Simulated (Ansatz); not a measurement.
The reference is Ge (space group I4/mmm, No. 139; a hypothetical phase, not in the database extracts checked).

```yaml
crystal:
  lattice:
    - [-3.52568, 3.52568, 2.03643]
    - [3.52568, -3.52568, 2.03643]
    - [3.52568, 3.52568, -2.03643]
  atoms:
    - { symbol: Ge, position: [0.17852, 0.17852, 0.35705] }
    - { symbol: Ge, position: [0.17852, 0.82148, 0.00000] }
    - { symbol: Ge, position: [0.82148, 0.17852, 0.00000] }
    - { symbol: Ge, position: [0.82148, 0.82148, 0.64295] }
```

Cartesian axes are those of the cell as printed.

Computed with PBE (Ansatz, an electronic-structure program, PAW, without spin-orbit coupling).

For the base:

Volume per atom: 25.31 Å³
Pressure: 0.0 GPa
Band gap: zero

The change: tensile biaxial strain of 0.82 % in the plane normal to [001], as in epitaxy on a mismatched substrate; the out-of-plane cell vector and the atoms relax.

**Question.** Predict the new volume per atom, pressure, energy relative to the base and band gap.

**Answer.** The volume per atom increases by 0.335 Å³, from 25.31 Å³ to 25.65 Å³; the pressure (mean of the normal stresses, compression positive) goes from zero to -0.6 GPa; the energy goes up by 1.2 meV/atom; the band gap is still zero.

A biaxial case was relaxed in a doubled cell and then solved in the primitive one. The mesh was chosen for an insulator and is coarse for the gapless case. Without a gap, meshes like the base's 9×9×9 leave anisotropic stresses uncertain by several tenths of a GPa, and small strain energies with them. Whether these cells are dynamically stable was not tested.
